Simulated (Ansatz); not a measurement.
Start from KTaO3 in the cubic perovskite structure (space group Pm-3m, No. 221; a = 4.024 Å).

Computed with Ansatz (a program for electronic structure), PBE, PAW, cutoff 420 eV, without spin-orbit coupling.

One change was made to it. Results:

| quantity | base | after |
|---|---|---|
| band gap | 2.16 eV | 2.54 eV |
| width of the top valence band | 1.07 eV | 1.20 eV |
| gap character | indirect, R → Γ | indirect, R → Γ |
| volume per atom | 13.04 Å³ | 10.90 Å³ |

Q: Name the change that was made.
(A) pressure 7 GPa
(B) pressure 50 GPa
(C) pressure 15 GPa

A: B, pressure 50 GPa. For comparison, the band gap in the other runs: pressure 7 GPa gives 2.24 eV; pressure 15 GPa gives 2.32 eV.

With Ta present, leaving out spin-orbit coupling can change the band edges. Load acts through the strain it causes; cell and atoms are relaxed under it. Whether these cells are dynamically stable was not tested. No other phases were tried under pressure.
